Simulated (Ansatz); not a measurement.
An Ansatz (a quantum-chemistry and plane-wave program) input (DFT with r2SCAN, PAW potentials and a 500 eV plane-wave cutoff in Ansatz, no spin-orbit coupling):

Ansatz 0.2 input:
```yaml
crystal:
  lattice:
    - [0, 3.3356555037, 3.2779633488]
    - [3.2779633488, 0, 3.2779633488]
    - [3.2779633488, 3.3356555037, 0]
  atoms:
    - { symbol: Sb, position: [0.75, 0.75, 0.75] }
    - { symbol: In, position: [0, 0, 0] }
basis: { ecutwfc: 500, ecutrho_ratio: 4, xc_grid: 4, fft_grid_basis: typed }
kpoints: { mp_grid: { grid: [12, 12, 12] } }
hamiltonian:
  xc: r2scan
  dispersion: none
  pseudopotentials: { kind: paw }
scf: { occupations: { method: fermi_dirac, width: 0.05 }, convergence: { dr2_threshold: 0.0000000002 } }
relax: { f_tol: 0.005, max_steps: 50 }
output: { forces: true, stress: true }
checkpoint: { write: state.ck, write_every: 1000 }
```

### Question
Which symmetry and how many k-points will the program report, and about how many plane waves at Γ?

### Answer
Space group I-4m2 (ITA 119) with 8 operations, k-points 163 of 1728, and 1841 plane waves at Γ.

### Question
And the final pressure?

### Answer
-0.73 GPa (compression positive).

The cells carry an imposed strain or load. Stability against distortions was not tested. The final runs are not spin-polarised. The cell was made from InSb in the zinc blende structure (space group F-43m, No. 216) by this change: uniaxial strain ε_yy = +1.76 %.
